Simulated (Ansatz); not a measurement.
Take BN in the wurtzite structure (space group P6_3mc, No. 186; a = 2.5545 Å, c = 4.2246 Å) as the base. Axes: x lies along a and z along c of the hexagonal cell.

The values are results of PBE (Ansatz, a first-principles code, PAW, no SOC), not measurements.

Strains are applied to the cell and any free atomic positions relax; under biaxial strain the out-of-plane vector relaxes too.

One change was made to it. Results:

| quantity | base | after |
|---|---|---|
| valence-band top at Γ (three highest levels, from the VBM) | 0.00, 0.00, -0.26 eV | 0.00, 0.00, -0.19 eV |
| shortest interatomic distance | 1.567 Å | 1.580 Å |
| pressure (mean of the normal stresses, compression positive) | 0.00 GPa | -11.51 GPa |
| electron mass | 0.31 mₑ along c, 0.51 mₑ across (at K) | 0.31 mₑ out of plane, 0.53 mₑ in plane (at K) |

Q: What was done to the base?
(A) biaxial strain +1.80 %, plane normal [001], relaxed out of plane
(B) biaxial strain +3.00 %, plane normal [001], relaxed out of plane
(C) biaxial strain +1.20 %, plane normal [001], relaxed out of plane
(D) biaxial strain +2.40 %, plane normal [001], relaxed out of plane

A: A, biaxial strain +1.80 %, plane normal [001], relaxed out of plane. For comparison, the valence-band top at Γ in the other runs: biaxial strain +2.40 %, plane normal [001], relaxed out of plane gives 0.00, 0.00, -0.18 eV; biaxial strain +3.00 %, plane normal [001], relaxed out of plane gives 0.00, 0.00, -0.17 eV; biaxial strain +1.20 %, plane normal [001], relaxed out of plane gives 0.00, 0.00, -0.21 eV.

The levels and masses belong to the bands next to the band gap. Effective masses come from finite differences of ±0.01 Å⁻¹. No phonon test of stability was made.
